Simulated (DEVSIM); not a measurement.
System: W/SiO2/p-GaSb capacitor, at 300 K.

Layer 1 from the left is SiO2, thickness (nm) 1.20. Layer 2 from the left is GaSb, thickness (nm) 900, Na (cm⁻³) 4.4e17.

Metal gate on the left, work function 4.6 eV. Fixed charge at the semiconductor interface -2.8e10 cm⁻² (in units of +e); interface traps 1e10 cm⁻² eV⁻¹, uniform in energy, neutral level at 0.5 of the gap above the valence band.

Constants are typed, rounded textbook-type inputs, not results; the design itself was drawn at random and stands for no fabricated device. Values at 300 K.

SiO2: gap (eV) 9, affinity (eV) 0.9, permittivity 3.9. GaSb: gap (eV) 0.726, affinity (eV) 4.06, permittivity 15.7, Nc (cm⁻³) 2.1e17, Nv (cm⁻³) 1.8e19.

DEVSIM, 1D Poisson equation in equilibrium, Boltzmann statistics, complete ionisation; no quantum confinement or tunnelling. Metal contacts follow the ideal Schottky-Mott rule: no Fermi-level pinning, no interface dipoles.

Q: What does the simulation give for the minimum of the low-frequency capacitance?

A: minimum of the low-frequency capacitance 0.285 μF/cm².
